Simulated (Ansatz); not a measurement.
Base system: TiO2 in the rutile structure (space group P4_2/mnm, No. 136).

```yaml
crystal:
  lattice:
    - [4.64344, 0.00000, 0.00000]
    - [0.00000, 4.64344, 0.00000]
    - [0.00000, 0.00000, 2.96380]
  atoms:
    - { symbol: Ti, position: [0.00000, 0.00000, 0.00000] }
    - { symbol: Ti, position: [0.50000, 0.50000, 0.50000] }
    - { symbol: O, position: [0.30513, 0.30513, 0.00000] }
    - { symbol: O, position: [0.80513, 0.19487, 0.50000] }
    - { symbol: O, position: [0.19487, 0.80513, 0.50000] }
    - { symbol: O, position: [0.69487, 0.69487, 0.00000] }
```

Cartesian axes are those of the cell as printed.

Method: PBE (Ansatz, an electronic-structure program, PAW, without spin-orbit coupling).

For the base:

| Property | Value |
|---|---|
| Band gap | 1.86 eV |
| Volume per atom | 10.65 Å³ |
| Electron mass | 0.58 mₑ along c, 1.2 mₑ across (at Γ) |

The change: compressive biaxial strain of 0.60 % in the plane normal to [001], as in epitaxy on a mismatched substrate; the out-of-plane cell vector and the atoms relax.

Problem. How does this affect the band gap?

Solution. The band gap hardly moves (1.86 eV against 1.85 eV).

Problem. What happens to the volume per atom?

Solution. The volume per atom drops by 0.09 Å³ to 10.56 Å³.

Problem. What happens to the electron mass?

Solution. The electron mass changes from 0.58 mₑ along c, 1.2 mₑ across (at Γ) to 0.58 mₑ out of plane, 1.2 mₑ in plane (at Γ).

Masses are band curvatures over ±0.01 Å⁻¹ around the edge. Stability against distortions was not tested. All final runs are without spin polarisation.
